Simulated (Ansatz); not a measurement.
Consider InPd in the CsCl type structure (space group Pm-3m, No. 221; a = 3.248 Å; relaxed with 0.1 eV smearing). Axes: x, y, z lie along the cube axes.

The values are results of Ansatz (a first-principles code), PBEsol, PAW, cutoff 420 eV, without spin-orbit coupling, not measurements.

It is then changed as follows: uniaxial strain ε_zz = −4.76 %, all other strain components held at zero, atoms relaxed at fixed cell.

Problem. Predict the stress tensor and what it implies for the stiffness.

Solution. Stress of the strained cell less that of the base (GPa, compression positive):
```
    7.0     0.0     0.0
    0.0     7.0     0.0
    0.0     0.0     9.0
```

Then −Δσ_ii/ε with ε = -0.0476 gives secant stiffness values (nonlinear terms included at this strain): C33 ≈ 188 GPa, C13 ≈ 147 GPa and C23 ≈ 147 GPa.

As a check, the harmonic strain energy −½ V₀ Δσ:ε is 23 meV/atom; the computed energy rise is 21 meV/atom.

No phonon test of stability was made. The final runs are not spin-polarised.
